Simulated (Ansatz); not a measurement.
Consider interstitial Cd in zinc-blende CdTe, charge state +2. The step: a direct jump of one Cd atom; the atom moves 4.64 Å along (0.00, -0.50, -0.50) of the unit cell; the moving atom starts with neighbours 3 Cd at 3.44, 3 Cd at 3.45; 4 Te at 2.90 Å and ends with 2 Cd at 3.43, 2 Cd at 3.44, 2 Cd at 3.46; 4 Te at 2.90 Å. DFT values are from Ansatz (plane-wave PAW, 420 eV unless said) in a cell of 64 host sites, spin-restricted, static, with no finite-size correction. The charge state is imposed; whether it is stable for some Fermi level was not computed. Sites that were not tried may lie lower. For the PBE band: the saddle point's order was not checked, and it lies on a symmetry element of the cell, where a band can be held.

| Level | Forward barrier (eV) | Cost of the band or of the saddle's single point |
|---|---|---|
| PBE, one k-point at (0.250, 0.250, 0.250), band relaxed | 0.42 | about 7 core-hours (a rough figure) |
| PBE, a 2×2×2 k-point mesh shifted by half a step, same geometries | 0.41 | roughly 23 core-minutes |
| r2SCAN at 500 eV, one k-point at (0.250, 0.250, 0.250), same geometries | ? | about 10 core-minutes (a rough figure) |

Question: Complete the blanks.

Answer: 
- r2SCAN at 500 eV, one k-point at (0.250, 0.250, 0.250), same geometries, Forward barrier (eV): 0.47

Ansatz is a first-principles code.
